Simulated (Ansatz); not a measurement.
Start from TiS₂ in the CdI2 type structure (space group P-3m1, No. 164; a = 3.361 Å, c = 5.522 Å; layered, stacked along the Cartesian z axis). Axes: x lies along a and z along c of the hexagonal cell.

Calculations: Ansatz (a quantum-chemistry and plane-wave program) PBE-D3(BJ), no SOC.

Before the change:

| Quantity | Result |
|---|---|
| Volume per atom | 18.00 Å³ |
| Pressure | 0.0 GPa |

One thing is altered: tensile biaxial strain of 0.84 % in the plane normal to [001], as in epitaxy on a mismatched substrate; the out-of-plane cell vector and the atoms relax.

### Question
What does the calculation give for the volume per atom after the change?

### Answer
The volume per atom increases by 0.244 Å³, from 18.00 Å³ to 18.25 Å³.

### Question
What happens to the pressure?

### Answer
The pressure (mean of the normal stresses, compression positive) goes from zero to -0.9 GPa.

Whether these cells are dynamically stable was not tested. The final runs are not spin-polarised.
